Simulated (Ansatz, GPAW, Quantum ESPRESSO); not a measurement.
# One structure in several programs: K2BrCl (R-3m, 4 atoms in the cell)

Self-consistent single point.

```xyz
4
Lattice="2.2656 1.3080 7.4172 -2.2656 1.3080 7.4172 0.0000 -2.6161 7.4172" Properties=species:S:1:pos:R:3 pbc="T T T"
K      0.0000     0.0000    16.6037
K      0.0000     0.0000     5.6477
Br     0.0000     0.0000    11.1257
Cl     0.0000     0.0000     0.0000
```

All programs got the same cell, k-point mesh and kind of occupations (in Ansatz's words: kpoints.mp_grid.grid = 7 7 7; scf.occupations.method = fermi_dirac; scf.occupations.width = 0.0037 Ry); potentials, basis and cutoffs are each program's usual ones.

```csv
code,model,pressure (GPa),largest force (eV/Å),gap on the mesh (eV),cutoff
Quantum ESPRESSO,"PBEsol, GBRV 1.5 ultrasoft (PBESOL) pseudopotentials",-0.75,0.011,4.492,40 Ry
Ansatz,"PBEsol, PAW files made with PBE",-0.13,0.010,4.494,default
GPAW,"PBEsol, GPAW PAW datasets PBEsol (made by gpaw-setup)",-0.18,0.010,4.498,600 eV
```

Gaps are read on the mesh.

The spread over the programs that give each value: pressure within 0.62 GPa; largest force within 0.001 eV/Å; gap on the mesh within 0.006 eV.

The starting cell comes from a database of computed structures (which also holds hypothetical and non-ambient phases and stackings), without a prior relaxation at this level. Its lattice was rescaled by a random factor within 2.5 % of one.

Question: Why do the programs differ, and what cannot be compared?

Answer: Differences of this kind can come from the potentials, where these differ, and from what each basis and cutoff leave unconverged. The zero of total energies and Fermi levels follows the potentials and each program's conventions, so they are not compared here. Ansatz's pressure is given at a fixed set of plane waves, as the other plane-wave codes print theirs. Ansatz's smearing width was typed in Ry to four decimals, so it matches the others to a few per cent.

Left out of this page: ABINIT (failed or unconverged).

Ansatz is a program for electronic structure.

Keys are those of Ansatz 0.2.
